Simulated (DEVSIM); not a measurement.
Device: Mo/Al2O3/p-Ge capacitor, at 300 K.

| layer (left to right) | material | thickness (nm) | Na (cm⁻³) |
|---|---|---|---|
| 1 | Al2O3 | 2.50 | - |
| 2 | Ge | 1500 | 1.6e17 |

Metal gate on the left, work function 4.6 eV. Fixed charge at the semiconductor interface 0 cm⁻² (in units of +e); interface traps 2.6e10 cm⁻² eV⁻¹, uniform in energy, neutral level at 0.5 of the gap above the valence band.

This is a model device: material constants are rounded textbook-type values typed into the input, and sizes, dopings and lifetimes were drawn at random. Values at 300 K; Nc and Nv go as T^1.5, mobilities as T to minus their exponent, the gap by Varshni's rule with the affinity fixed.

| parameter | Al2O3 | Ge |
|---|---|---|
| gap (eV) | 6.8 | 0.664 |
| affinity (eV) | 1.35 | 4 |
| permittivity | 9 | 16 |
| Nc (cm⁻³) | - | 1.04e19 |
| Nv (cm⁻³) | - | 6e18 |
| Varshni α (eV/K) | - | 0.000477 |
| Varshni β (K) | - | 235 |

DEVSIM, 1D Poisson equation in equilibrium, Boltzmann statistics, complete ionisation; no quantum confinement or tunnelling. Metal contacts follow the ideal Schottky-Mott rule: no Fermi-level pinning, no interface dipoles.

Base results: flat-band voltage (V) 0.03; capacitance of the dielectric stack (μF/cm²) 3.19; threshold voltage (band bending 2φF) (V) 0.55; minimum of the low-frequency capacitance (μF/cm²) 0.223.

Q: What follows from this one change: Al2O3 thickness 0.0025 → 0.0021 μm?

A: flat-band voltage little changed (0.03 V); capacitance of the dielectric stack 3.19 → 3.79 μF/cm²; threshold voltage (band bending 2φF) little changed (0.54 V); minimum of the low-frequency capacitance little changed (0.225 μF/cm²).

Q: What follows from this one change: temperature 300 → 500 K?

A: flat-band voltage 0.03 → 0.21 V; capacitance of the dielectric stack little changed (3.19 μF/cm²); threshold voltage (band bending 2φF) 0.55 → 0.42 V; minimum of the low-frequency capacitance 0.223 → 0.461 μF/cm².

Q: What follows from this one change: interface trap density 2.6e+10 → 3e+11 cm^-2 eV^-1?

A: flat-band voltage little changed (0.03 V); capacitance of the dielectric stack little changed (3.19 μF/cm²); threshold voltage (band bending 2φF) little changed (0.55 V); minimum of the low-frequency capacitance 0.223 → 0.261 μF/cm².

Q: What follows from this one change: substrate doping 1.6e+17 → 8e+16 cm^-3?

A: flat-band voltage 0.03 → 0.05 V; capacitance of the dielectric stack little changed (3.19 μF/cm²); threshold voltage (band bending 2φF) 0.55 → 0.51 V; minimum of the low-frequency capacitance 0.223 → 0.173 μF/cm².

Q: What follows from this one change: fixed charge 0 → 4.5e+12 cm^-2?

A: flat-band voltage 0.03 → -0.20 V; capacitance of the dielectric stack little changed (3.19 μF/cm²); threshold voltage (band bending 2φF) 0.55 → 0.32 V; minimum of the low-frequency capacitance little changed (0.225 μF/cm²).
